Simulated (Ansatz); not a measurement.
Take AlN in the zinc blende structure (space group F-43m, No. 216; a = 4.378 Å) as the base. Axes: x, y, z lie along the cube axes.

Calculations: PBEsol in Ansatz (plane waves to 420 eV, PAW, no SOC).

Before the change:

The shortest interatomic distance comes out as 189.6 pm and the band gap comes out as 3.19 eV.

One thing is altered: biaxial strain −2.00 %, plane normal [001], relaxed out of plane (Cartesian); in-plane vectors clamped, the third vector and the atoms free.

Question: Estimate the effect on the shortest interatomic distance, ratio −ε⊥/ε∥ and band gap.

Answer: The shortest interatomic distance shrinks by 1.2 pm, from 189.6 pm to 188.4 pm; the ratio −ε⊥/ε∥ amounts to 1.04; the band gap decreases by 0.12 eV, from 3.19 eV to 3.07 eV.

Whether these cells are dynamically stable was not tested. This is not the structure that AlN has at room temperature and ambient pressure.

Ansatz is a program for electronic structure.
